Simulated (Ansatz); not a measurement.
# (Ru,Ti): Ru3Ti

A 20-atom cell of (Ru,Ti) started in the hexagonal close-packed structure, site fractions Ru 0.750, Ti 0.250, short-range order -0.02 among the nearest mixed sites of the first mixed sublattice (0 is random, a negative value favours unlike neighbours), space group P1 at the end.

The mixing enthalpy is taken against the end members in the hexagonal close-packed type, relaxed in the same cell and mesh.

Calculation: PBE (plane waves to 420 eV, PAW; Ansatz, an electronic-structure program). Spin–orbit coupling is left out; the runs are not spin-polarised. Its k-point mesh 6×5×5, Fermi–Dirac width 0.05 eV.

| Property | Value |
|---|---|
| volume per atom | 14.38 Å³ |
| Ru–Ru bonds (within 1.22 times the sum of covalent radii) | 2.721 Å on average, from 2.606 to 2.848 (67) |
| Ru–Ti bonds (within 1.22 times the sum of covalent radii) | 2.816 Å on average, from 2.562 to 3.727 (51) |
| Ti–Ti bonds (within 1.22 times the sum of covalent radii) | 3.083 Å on average, from 2.765 to 3.668 (9) |
| mixing enthalpy per site of the mixed sublattice | -198 meV |
| departure of the mean lattice parameter from Vegard's line | -0.6 % |

```xyz
20
Lattice="0.0331 -4.7591 4.3646 2.7653 4.7612 4.3883 -5.5050 0.0228 4.3473" Properties=species:S:1:pos:R:3 pbc="T T T"
Ru     1.4211    -0.8414     5.4853
Ru    -1.3437    -0.8131     5.4572
Ru    -2.7043     1.5774     5.5311
Ti    -2.7566     1.5776     9.6730
Ru    -0.0136    -3.1612     5.5046
Ru    -0.0098     1.6109     5.4060
Ru    -2.6823    -3.2046     5.4412
Ru    -1.3161    -0.8107     9.8419
Ru    -4.1535    -0.7866     5.4901
Ru     1.3661     4.0078     5.4126
Ru    -2.7718     3.1998     7.5980
Ru     0.0726    -1.5814     7.6646
Ru    -1.3335     0.8087     7.6093
Ti    -4.1131    -4.0291     7.6994
Ru    -4.1208     0.8576     7.6094
Ru     1.4918     0.8058     7.6220
Ru    -1.3669     0.8490     3.2864
Ti    -0.0791     3.0519     7.7247
Ti    -2.5877    -1.4623     7.6265
Ti    -0.0636    -1.4068     3.3187
```
